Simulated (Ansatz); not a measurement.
## What biaxial strain +3.84 %, plane normal [001], relaxed out of plane does to Al12W

Base system: Al$_{12}$W (space group Im-3, No. 204; a = 7.5381 Å). Axes: x, y, z lie along the cube axes.

Now apply this change: tensile biaxial strain of 3.84 % in the plane normal to [001], as in epitaxy on a mismatched substrate; the out-of-plane cell vector and the atoms relax.

Calculations: PBEsol, PAW, 420 eV (Ansatz, an electronic-structure program; no spin-orbit coupling). Γ-centred 7×7×7 mesh, Fermi–Dirac width 0.05 eV.

Volume per atom: 17.27 Å³ (base 16.47 Å³)
Space group: Immm (No. 71) (base Im-3 (No. 204))
Energy relative to the base (free energy F): +24 meV/atom
Pressure (mean of the normal stresses, compression positive): -3.6 GPa (base 0.0 GPa)
Band gap: zero (base zero)
Out-of-plane strain: -2.78 % (rough)
Mean in-plane stress (compression positive): -5.3 GPa (rough)

Final structure (turned so that z lies along the plane normal):

```yaml
crystal:
  lattice:
    - [7.82757, 0.00000, 0.00000]
    - [0.00000, 7.82757, 0.00000]
    - [3.91378, -3.91378, 3.66423]
  atoms:
    - { symbol: Al, position: [0.29871, 0.81296, 0.00000] }
    - { symbol: Al, position: [0.70129, 0.18704, 0.00000] }
    - { symbol: Al, position: [0.70129, 0.81296, 0.00000] }
    - { symbol: Al, position: [0.29871, 0.18704, 0.00000] }
    - { symbol: Al, position: [0.87961, 0.30943, 0.61885] }
    - { symbol: Al, position: [0.12039, 0.69057, 0.38115] }
    - { symbol: Al, position: [0.49846, 0.69057, 0.38115] }
    - { symbol: Al, position: [0.50154, 0.30943, 0.61885] }
    - { symbol: Al, position: [0.80998, 0.88433, 0.38004] }
    - { symbol: Al, position: [0.19002, 0.11567, 0.61996] }
    - { symbol: Al, position: [0.80998, 0.49571, 0.38004] }
    - { symbol: Al, position: [0.19002, 0.50429, 0.61996] }
    - { symbol: W, position: [0.00000, 0.00000, 0.00000] }
```

Without a gap, meshes like the base's 7×7×7 leave anisotropic stresses uncertain by several tenths of a GPa, and small strain energies with them. Stability against distortions was not tested. All final runs are without spin polarisation.
